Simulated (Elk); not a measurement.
# Elk run on Mo (Im-3m, 1 atom in the cell): self-consistent single point

Method: PBE, all-electron FP-LAPW, Elk's shipped species files, LAPW+lo basis run with Elk.

Input:

```
tasks
  0

xctype
  20

rgkmax
  7.5

gmaxvr
  14.0

nxoapwlo
  1

stype
  0

swidth
  0.00183747

maxscl
  100

scale
  5.132131756

avec
   -0.5773502692    0.5773502692    0.5773502692
    0.5773502692   -0.5773502692    0.5773502692
    0.5773502692    0.5773502692   -0.5773502692

sppath
  './'

atoms
  1
  'Mo.in'
  1
  0.0000000000  0.0000000000  0.0000000000    0.0 0.0 0.0

ngridk
  15 15 15
```

Output (repeated stretches shortened):

```
│ Elk code version 10.2.4 │

All units are atomic (Hartree, Bohr, etc.)

│ Ground-state run starting from atomic densities │

Lattice vectors :
  -2.963037651       2.963037651       2.963037651
   2.963037651      -2.963037651       2.963037651
   2.963037651       2.963037651      -2.963037651

Unit cell volume      :    104.0570481
Brillouin zone volume :    2.383790604

Muffin-tin inner radius fraction :   0.1000000000E-01

Nuclei treated as point charges

Species :    1 (Mo)
 parameters loaded from : Mo.in
 name : molybdenum
 nuclear charge    :   -42.00000000
 electronic charge :    42.00000000
 atomic mass :    174887.9212
 muffin-tin radius :    2.541065878
 number of radial points in muffin-tin :    597
 atomic positions (lattice), magnetic fields (Cartesian) :
   1 :   0.00000000  0.00000000  0.00000000    0.00000000  0.00000000  0.00000000

Total number of atoms per unit cell :    1

Spin treatment :
 spin-unpolarised

Number of Bravais lattice symmetries :   48
Number of crystal symmetries         :   48
Crystal has inversion symmetry
Real symmetric eigensolver will be used

k-point grid :     15    15    15
k-point offset :    0.000000000       0.000000000       0.000000000
k-point set is reduced with full crystal symmetry group
Total number of k-points :      120

Muffin-tin radius times maximum |G+k| :    7.500000000
 using average radius
Maximum |G+k| for APW functions       :    2.951517340
Maximum (1/2)|G+k|²                   :    4.355727303
Maximum |G| for potential and density :    14.00000000
 potential will be trimmed for |G| > 2 gkmax
Constant for pseudocharge density :    9
Radial integration step length :    4

G-vector grid sizes :     24    24    24
Number of G-vectors :     4897

Maximum angular momentum used for
 APW functions                      :    8
 outer part of muffin-tin           :    6
 inner part of muffin-tin           :    1

Total nuclear charge    :   -42.00000000
Total core charge       :    28.00000000
Total valence charge    :    14.00000000
Total excess charge     :    0.000000000
Total electronic charge :    42.00000000

Effective Wigner radius, rₛ :   0.8394172066

Number of empty states         :    4
Total number of valence states :   11
Total number of core states    :   28

Total number of local-orbitals :   18

Exchange-correlation functional :     20     0     0
 Perdew-Burke-Ernzerhof, Phys. Rev. Lett. 77, 3865 (1996)
 gradient requirement :    1
 generalised gradient approximation (GGA)

Smearing type :    0
 Gaussian
Smearing width :   0.1837470000E-02
Effective electronic temperature (K) :    580.2271348

Mixing type :    3
 Broyden mixing, J. Phys. A: Math. Gen. 17, L317 (1984)

Kohn-Sham potential initialised from atomic data

│ Self-consistent loop started │
│ Loop number : 1 │
 total energy                :     -4048.71077580
│ Loop number : 2 │
 total energy                :     -4048.82199246
RMS change in Kohn-Sham potential (target) :   0.1484388118     (  0.1000000000E-05)
Absolute change in total energy (target)   :   0.1112166578     (  0.1000000000E-03)
│ Loop number : 3 │
 total energy                :     -4048.93950919
RMS change in Kohn-Sham potential (target) :   0.1438668656     (  0.1000000000E-05)
Absolute change in total energy (target)   :   0.1453208957     (  0.1000000000E-03)
│ Loop number : 4 │
 total energy                :     -4049.01168088
RMS change in Kohn-Sham potential (target) :   0.1322987027     (  0.1000000000E-05)
Absolute change in total energy (target)   :   0.1085019194     (  0.1000000000E-03)
│ Loop number : 5 │
 total energy                :     -4049.30777717
RMS change in Kohn-Sham potential (target) :   0.6399020438E-01 (  0.1000000000E-05)
Absolute change in total energy (target)   :   0.3232217678     (  0.1000000000E-03)
│ Loop number : 6 │
 total energy                :     -4049.54968625
RMS change in Kohn-Sham potential (target) :   0.1999385966E-01 (  0.1000000000E-05)
Absolute change in total energy (target)   :   0.3227145187     (  0.1000000000E-03)
│ Loop number : 7 │
 total energy                :     -4049.68592096
RMS change in Kohn-Sham potential (target) :   0.4800611222E-03 (  0.1000000000E-05)
Absolute change in total energy (target)   :   0.2169133368     (  0.1000000000E-03)
│ Loop number : 8 │
 total energy                :     -4049.66800291
RMS change in Kohn-Sham potential (target) :   0.1861025886E-03 (  0.1000000000E-05)
Absolute change in total energy (target)   :   0.3631029291E-01 (  0.1000000000E-03)
│ Loop number : 9 │
 total energy                :     -4049.65947291
RMS change in Kohn-Sham potential (target) :   0.6301878237E-04 (  0.1000000000E-05)
Absolute change in total energy (target)   :   0.5475680741E-03 (  0.1000000000E-03)
│ Loop number : 10 │
 total energy                :     -4049.65697342
RMS change in Kohn-Sham potential (target) :   0.9793473166E-05 (  0.1000000000E-05)
Absolute change in total energy (target)   :   0.2362597341E-02 (  0.1000000000E-03)
│ Loop number : 11 │
 total energy                :     -4049.65686987
RMS change in Kohn-Sham potential (target) :   0.5278695956E-05 (  0.1000000000E-05)
Absolute change in total energy (target)   :   0.6941967263E-03 (  0.1000000000E-03)
│ Loop number : 12 │
 total energy                :     -4049.65687056
RMS change in Kohn-Sham potential (target) :   0.3729806205E-06 (  0.1000000000E-05)
Absolute change in total energy (target)   :   0.1728591528E-03 (  0.1000000000E-03)
│ Loop number : 13 │
 total energy                :     -4049.65688360
RMS change in Kohn-Sham potential (target) :   0.2071074850E-06 (  0.1000000000E-05)
Absolute change in total energy (target)   :   0.3017650079E-04 (  0.1000000000E-03)
Convergence targets achieved

│ Loop number : 14 │

Energies :
 Fermi                       :     0.482675800005
 sum of eigenvalues          :     -2403.09032466
 electron kinetic            :      4198.24744335
 core electron kinetic       :      4102.08897041
 Coulomb                     :     -8123.91556289
 Coulomb potential           :     -6439.79767465
 nuclear-nuclear             :     -417.188406058
 electron-nuclear            :     -8973.65663901
 Hartree                     :      1266.92948218
 Madelung                    :     -4904.01672556
 xc potential                :     -161.540093359
 exchange                    :     -121.800060236
 correlation                 :     -2.18870791979
 total energy                :     -4049.65688769

Density of states at Fermi energy :    21.25694883
 (states/Hartree/unit cell)

Estimated indirect band gap :   0.2524975776E-02
 from k-point     78 to k-point     10
Estimated direct band gap   :   0.1127468256E-01
 at k-point     45

Charges :
 core                        :    28.00000000
 valence                     :    14.00000000
 interstitial                :    1.496789429
 muffin-tins (core leakage)
  species :    1 (Mo)
   atom    1                 :    40.50321057     (  0.4892802217E-06)
 total in muffin-tins        :    40.50321057
 total calculated charge     :    42.00371497
 total charge                :    42.00000000
 error                       :   0.3714968736E-02

│ Self-consistent loop stopped │
```

The run converged in 14 iterations. The count includes the last loop, which Elk runs after its targets are met.

The starting cell comes from a database of computed structures (which also holds hypothetical and non-ambient phases and stackings), without a prior relaxation at this level. Its lattice was rescaled by a random factor within 2.5 % of one. Spin polarisation is off. Values depend on the basis (sphere radii, cutoffs, local orbitals), which need not be converged. The log's line on a gap gives a spacing of levels on this mesh, which the program prints for metals too.
